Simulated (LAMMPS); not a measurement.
MD from the crystal across the composition of Cu (fcc) with a share x of Cu sites Ta; all at 300 K and zero pressure.

Level of theory: classical MD, pair style eam/alloy, file CuTa.eam.alloy; code LAMMPS.

```json
[
 {"x": "0.1", "volume": "12.5746 ± 0.0003 Å³/atom", "state": "crystal; no diffusion seen in 30 ps", "enthalpy": "-3.9230 ± 0.0001 eV/atom", "T (K)": "300"},
 {"x": "0.25", "volume": "13.2722 ± 0.0002 Å³/atom", "state": "crystal; no diffusion seen in 30 ps", "enthalpy": "-4.6263 ± 0.0001 eV/atom", "T (K)": "300"},
 {"x": "0.5", "volume": "15.1766 ± 0.0006 Å³/atom", "state": "solid that has left the starting structure; no diffusion seen in 30 ps", "enthalpy": "-5.7869 ± 0.0001 eV/atom", "T (K)": "300"},
 {"x": "0.75", "volume": "16.6919 ± 0.0003 Å³/atom", "state": "solid that has left the starting structure; no diffusion seen in 30 ps", "enthalpy": "-6.9241 ± 0.0001 eV/atom", "T (K)": "300"},
 {"x": "0.9", "volume": "17.5406 ± 0.0003 Å³/atom", "state": "solid that has left the starting structure; no diffusion seen in 30 ps", "enthalpy": "-7.5858 ± 0.0001 eV/atom", "T (K)": "300"}
]
```

Caution: the random arrangement on this lattice is imposed, and need not be a phase that exists in equilibrium.

States go by the mean squared displacement: a species diffuses where it passes 1.5 Å², still rises and gives D over 1e-6 cm²/s; a crystal has left its structure where atoms lie 0.35 Å off their sites on average or a cubic box changes its shape by 3 %, or the axial ratios of another lie 8 % off the starting cell's, which the potential's own relaxation can also do.

Uncertainties are statistical and leave out the potential's own error.
